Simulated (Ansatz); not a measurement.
## How the bulk modulus of Ta2N (P-3m1, No. 164, 3 atoms in the cell; start mp-10196) moves with the method

No measured value is used here.

```json
[
 {"level (code)": "LDA (Ansatz)", "value (GPa)": "300", "cell (Å³/atom)": "12.95"},
 {"level (code)": "PBE (Ansatz)", "value (GPa)": "271", "cell (Å³/atom)": "13.55"},
 {"level (code)": "PBEsol (Ansatz)", "value (GPa)": "288", "cell (Å³/atom)": "13.20"},
 {"level (code)": "r²SCAN (Ansatz)", "value (GPa)": "292", "cell (Å³/atom)": "13.35"}
]
```

Density-functional levels without +SOC have no spin–orbit coupling. LDA, PBE, PBEsol, r²SCAN: the bulk modulus is −V dP/dV from two relaxed cells at ±2 % in volume. LDA, PBE, PBEsol, r²SCAN: the relaxation could not lower the start's symmetry, so the cell can be a saddle point above a distorted one. Each level is taken at its own relaxed cell. Cutoffs differ between the levels. Ansatz's density-functional and Hartree–Fock values are scalar-relativistic unless marked +SOC, with PAW data made under PBE.

A start named mp-… is a Materials Project structure, which need not be a measured phase.

Ansatz is an electronic-structure program.
